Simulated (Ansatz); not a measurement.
The reference is Si in the diamond structure (space group Fd-3m, No. 227; a = 5.402 Å).

All numbers come from LDA/PAW in Ansatz (a program for electronic structure), no SOC.

Base values:

The hole mass comes out as 0.17, 0.26, 0.26 mₑ (at Γ). The valley order is a point along ⟨100⟩, about 1.0 Å⁻¹ from Γ 0.45 eV; L along ⟨111⟩ 1.48 eV and the pressure comes out as -0.01 GPa.

One thing is altered: an isotropic linear strain of −1.00 %; the atoms relax in the strained cell.

Q: What does the calculation give for the hole mass, valley order and pressure after the change?

A: The hole mass (degenerate bands, along [100]) becomes 0.18, 0.25, 0.25 mₑ (at Γ) (base: 0.17, 0.26, 0.26 mₑ (at Γ)); the valley order (the lowest conduction-band minima on the path, energy above the VBM, named in the base's zone) goes from a point along ⟨100⟩, about 1.0 Å⁻¹ from Γ 0.45 eV; L along ⟨111⟩ 1.48 eV to a point along ⟨100⟩, about 1.0 Å⁻¹ from Γ 0.39 eV; L along ⟨111⟩ 1.59 eV; the pressure goes up by 3.10 GPa, from -0.01 GPa to 3.09 GPa.

The levels and masses belong to the bands next to the band gap. Effective masses come from finite differences of ±0.01 Å⁻¹. No phonon test of stability was made.
